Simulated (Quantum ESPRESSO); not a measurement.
# Variants of one calculation on LaSi₂Ag₂ (P1, 5 atoms in the cell)

```yaml
crystal:
  lattice:
    - [-2.15246, 2.15246, 5.32938]
    - [2.15246, -2.15246, 5.32938]
    - [2.15246, 2.15246, -5.32938]
  atoms:
    - { symbol: La, position: [0.98389, 0.98113, 0.97422] }
    - { symbol: Si, position: [0.61347, 0.63124, 0.02297] }
    - { symbol: Si, position: [0.37301, 0.38822, 0.98362] }
    - { symbol: Ag, position: [0.26424, 0.74513, 0.49867] }
    - { symbol: Ag, position: [0.76540, 0.25427, 0.52052] }
```

Base run A: PBEsol, GBRV 1.5 ultrasoft (PBESOL) pseudopotentials run with Quantum ESPRESSO, self-consistent single point.

Its settings: ecutwfc = 40 Ry; ecutrho = 320 Ry; occupations = smearing; smearing = marzari-vanderbilt; degauss = 0.0147 Ry; potentials = {La: la_pbesol_v1.uspp.F.UPF, Si: si_pbesol_v1.uspp.F.UPF, Ag: ag_pbesol_v1.4.uspp.F.UPF}; K_POINTS = automatic 5 5 6 0 0 0; conv_thr = 1e-10 Ry; mixing_beta = 0.7.

The starting cell comes from a database of computed structures (which also holds hypothetical and non-ambient phases and stackings), without a prior relaxation at this level. Its atoms were displaced at random from the sites of space group no. 139. In the base run, with a pressure of about -3 GPa the cell is away from its equilibrium volume at this level.

ΔF is the free energy per atom less that of run A. 

Runs:
- B: ecutwfc: 40 Ry → 32 Ry; ecutrho: 320 Ry → 256 Ry
- C: K_POINTS: automatic 5 5 6 0 0 0 → automatic 5 5 6 0 0 1
- D: nosym: default → true
- E: conv_thr: 1e-10 Ry → 7.3e-10 Ry
- F: lattice scaled by 1.015

```json
[
 {"run": "A", "ΔF (meV/atom)": "0.00", "pressure (GPa)": "-3.39", "largest force (eV/Å)": "0.580", "k-points": "263"},
 {"run": "B", "ΔF (meV/atom)": "13.1", "pressure (GPa)": "-3.40", "largest force (eV/Å)": "0.580", "k-points": "263"},
 {"run": "C", "ΔF (meV/atom)": "-0.50", "pressure (GPa)": "-3.38", "largest force (eV/Å)": "0.592", "k-points": "270"},
 {"run": "D", "ΔF (meV/atom)": "0.35", "pressure (GPa)": "-3.40", "largest force (eV/Å)": "0.590", "k-points": "76"},
 {"run": "E", "ΔF (meV/atom)": "0.00", "pressure (GPa)": "-3.39", "largest force (eV/Å)": "0.580", "k-points": "263"},
 {"run": "F", "ΔF (meV/atom)": "26.1", "pressure (GPa)": "-6.99", "largest force (eV/Å)": "0.473", "k-points": "263"}
]
```

Run B against A: The free energy goes up by 13.1 meV/atom, the pressure moves little (-3.39 to -3.40 GPa) and the largest force stays at 0.580 eV/Å.

Run F against A: The free energy rises by 26.1 meV/atom, the pressure goes from -3.39 to -6.99 GPa and the largest force goes from 0.580 to 0.473 eV/Å.

Run C against A: The free energy stays essentially unchanged (within 1 meV/atom), the pressure moves little (-3.39 to -3.38 GPa) and the largest force goes from 0.580 to 0.592 eV/Å.
